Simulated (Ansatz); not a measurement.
The reference is AlN in the zinc blende structure (space group F-43m, No. 216).

```xyz
2
Lattice="0.0000 2.1889 2.1889 2.1889 0.0000 2.1889 2.1889 2.1889 0.0000" Properties=species:S:1:pos:R:3 pbc="T T T"
Al     0.0000     0.0000     0.0000
N      1.0944     1.0944     1.0944
```

Cartesian axes are those of the cell as printed.

Calculations: Ansatz (a quantum-chemistry and plane-wave program), PBEsol, PAW, cutoff 420 eV, no SOC.

Before the change:

The valley order is X along ⟨100⟩ 3.19 eV; Γ 4.06 eV.

Perturbation: biaxial strain −2.08 %, plane normal [111], relaxed out of plane (Cartesian); in-plane vectors clamped, the third vector and the atoms free.

### Question
How does this affect the valley order?

### Answer
The valley order (the lowest conduction-band minima on the path, energy above the VBM, named in the base's zone) changes from X along ⟨100⟩ 3.19 eV; Γ 4.06 eV to X along [100] 3.10 eV; Γ 4.24 eV.

### Question
How does this affect the in-plane stress?

### Answer
The mean in-plane stress (compression positive) amounts to +11.0 GPa.

The levels and masses belong to the bands next to the band gap. Whether these cells are dynamically stable was not tested. This is not the structure that AlN has at room temperature and ambient pressure.
